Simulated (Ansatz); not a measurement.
Fermi-surface data of WC under load (space group P-6m2)

Consider the following.

```
CELL_PARAMETERS angstrom
      2.89928     0.00000     0.00000
     -1.44964     2.51085     0.00000
      0.00000     0.00000     2.82496
ATOMIC_POSITIONS crystal
  W  0.00000 0.00000 0.00000
  C  0.66667 0.33333 0.50000
```

Method: PBEsol, rigid bands (plane waves, PAW, scalar-relativistic; Ansatz, an electronic-structure program). Condition of this run: uniaxial stress zz = 1 GPa (compression positive) (the target of the relaxation). Geometry: cell and atoms relaxed with PBEsol, then loaded as said.

| Quantity | Value |
|---|---|
| density of states at the Fermi level | 0.301 states/(eV·cell), both spins |
| bare Sommerfeld coefficient | 0.35 mJ/(mol of atoms·K²) |
| Drude plasma energy | 3.4 (x), 3.4 (y), 3.2 (z) eV |
| root-mean-square Fermi velocity | 5.4e5 m/s |
| resistivity times τ | 43 (x), 43 (y), 47 (z) ×10⁻²² Ω·m·s |

A metal at this level (no band gap); rigid bands, thermally averaged at 300 K, both spins. Spin-orbit coupling is left out, which matters with elements this heavy. τ is one relaxation time for all states.
